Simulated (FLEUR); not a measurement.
Worked example: self-consistent single point of PtS2 (P-3m1, 3 atoms in the cell) in FLEUR.

Method of the run: LDA (Perdew-Zunger), all-electron FLAPW (FLEUR), scalar-relativistic valence run with FLEUR.

```xyz
3
Lattice="3.5047 0.0000 0.0000 -1.7524 3.0352 0.0000 0.0000 0.0000 5.5277" Properties=species:S:1:pos:R:3 pbc="T T T"
Pt     0.0000     0.0000     0.0000
S      1.7524     1.0117     4.3097
S      0.0000     2.0235     1.2180
```

Reference input (self-consistent single point, DFT, PBE, all-electron FLAPW (FLEUR), scalar-relativistic valence): Kmax = 4 1/bohr; GmaxXC = 14 1/bohr; xcFunctional = pbe; jspins = 1; l_soc = F; mode = hist; fermiSmearingEnergy = 0.00183747 Htr; mesh (inpgen div1-3) = 6 6 3; inpgen gamma flag = true; Gmax = 14 1/bohr; numbands = 0; maxIterBroyd = 99. This run's input differs from it in these lines:

```diff
@@ -15,2 +15,3 @@
 &comp jspins=1 /
+&exco xctyp='pz' /
 &kpt div1=6 div2=6 div3=3 gamma=t /
@@ -27,3 +28,3 @@
       <coreElectrons ctail="T" frcor="F" kcrel="0" coretail_lmax="0"/>
-      <xcFunctional name="pbe" relativisticCorrections="F"/>
+      <xcFunctional name="pz" relativisticCorrections="F"/>
       <magnetism jspins="1"/>
```

The program printed (abridged):

```
 Iteration:     1   Distance:      18.21860020 me/bohr^3
 Iteration:     2   Distance:      15.34651104 me/bohr^3
 Iteration:     3   Distance:       7.51424832 me/bohr^3
 Iteration:     4   Distance:       3.61509540 me/bohr^3
 Iteration:     5   Distance:       2.01122643 me/bohr^3
   [... 7 lines left out ...]
 Iteration:    13   Distance:       0.00030550 me/bohr^3
 Iteration:    14   Distance:       0.00004516 me/bohr^3
 Iteration:    15   Distance:       0.00002943 me/bohr^3
 Iteration:    16   Distance:       0.00000343 me/bohr^3
 Reset of history
 Run finished successfully
 Stop message:
   Structural relaxation: new displacements generated

[file out, last iteration]
             iter=     17
[...]
          total density-effective poten   -3.3671239151E+04
          total charge density-energy d   -3.9577882034E+02
 Updated energy parameters for spin:           1
[...]
 fermi energy and band-weighting factors:

[...]
FERMIE:
          first approx. to ef    (T=0)  :   0.245212 htr   (energy of the highest occ. eigenvalue)
          number of occ. states  (T=0)  :        238
          first approx. to seigv (T=0)  :  -9.252722 htr
          sum of weights of occ. states :  14.000000
          sum of semicore charge        :   0.000000 e
FERHIS:  Fermi-Energy by histogram:
          bandgap                     :   0.047054 htr
   [... lines left out ...]
          charge neutrality (T=0)     :   0.000000    (zero if the highest occ. eigenvalue is "entirely" occupied)
 Direct bandgap for spin            1 :    5.9102099635466698E-002  Htr
 ---->    free energy=                    -19232.5087234356 htr
   [... lines left out ...]
      extrapolation for T->0
 ---->    total electron energy=          -19232.5087234356 htr
 ***** TOTAL FORCES ON ATOMS *****
 TOTAL FORCE FOR ATOM TYPE=  1  X=  0.000   Y=  0.000   Z=  0.000
                       FX_TOT= 0.000000 FY_TOT= 0.000000 FZ_TOT= 0.000000
 TOTAL FORCE FOR ATOM TYPE=  2  X= -3.311   Y=  1.912   Z= -2.302
                       FX_TOT= 0.000000 FY_TOT= 0.000000 FZ_TOT=-0.002168
```

The run converged in 16 iterations. FLEUR gives forces in its relaxation mode, with a further iteration, so its stop message speaks of a relaxation. Against the reference run the largest force goes from 0.615 to 0.111 eV/Å and the gap on the mesh goes from 1.405 to 1.280 eV.

The starting cell comes from a database of computed structures (which also holds hypothetical and non-ambient phases and stackings), without a prior relaxation at this level. Its lattice was rescaled by a random factor within 2.5 % of one. Spin-orbit coupling is off. Values depend on the basis (sphere radii, cutoffs, local orbitals), which need not be converged.

Cost on one core of a shared machine: roughly 40 s.
